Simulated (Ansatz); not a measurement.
Al2O3 (Pbcn, No. 60, 20 atoms in the cell; start mp-1938; a measured phase of this formula has another space group) was calculated with r²SCAN (plane waves, PAW; Ansatz, a quantum-chemistry and plane-wave program).

Numerical settings: plane-wave cutoff 560 eV, 6×8×8 k mesh (along the axes of the cell as run), Fermi–Dirac smearing 0.01 eV, scalar-relativistic PAW data made under PBE.

Cell (relaxed at this level):

```yaml
crystal:
  lattice:
    - [7.01791, 0.00000, 0.00000]
    - [0.00000, 4.79762, 0.00000]
    - [0.00000, 0.00000, 4.93859]
  atoms:
    - { symbol: Al, position: [0.39074, 0.25213, 0.03100] }
    - { symbol: Al, position: [0.60926, 0.74787, 0.96900] }
    - { symbol: Al, position: [0.10926, 0.24787, 0.53100] }
    - { symbol: Al, position: [0.89074, 0.75213, 0.46900] }
    - { symbol: Al, position: [0.89074, 0.24787, 0.96900] }
    - { symbol: Al, position: [0.10926, 0.75213, 0.03100] }
    - { symbol: Al, position: [0.60926, 0.25213, 0.46900] }
    - { symbol: Al, position: [0.39074, 0.74787, 0.53100] }
    - { symbol: O, position: [0.65408, 0.10702, 0.10195] }
    - { symbol: O, position: [0.34592, 0.89298, 0.89805] }
    - { symbol: O, position: [0.84592, 0.39298, 0.60195] }
    - { symbol: O, position: [0.15408, 0.60702, 0.39805] }
    - { symbol: O, position: [0.15408, 0.39298, 0.89805] }
    - { symbol: O, position: [0.84592, 0.60702, 0.10195] }
    - { symbol: O, position: [0.34592, 0.10702, 0.39805] }
    - { symbol: O, position: [0.65408, 0.89298, 0.60195] }
    - { symbol: O, position: [0.00000, 0.04986, 0.25000] }
    - { symbol: O, position: [0.00000, 0.95014, 0.75000] }
    - { symbol: O, position: [0.50000, 0.45014, 0.75000] }
    - { symbol: O, position: [0.50000, 0.54986, 0.25000] }
```

### Question
What does this level give for the band gap?

### Answer

- band gap = 6.57 eV (direct)

The result took roughly 4 core-minutes.

A start named mp-… is a Materials Project structure, which need not be a measured phase.
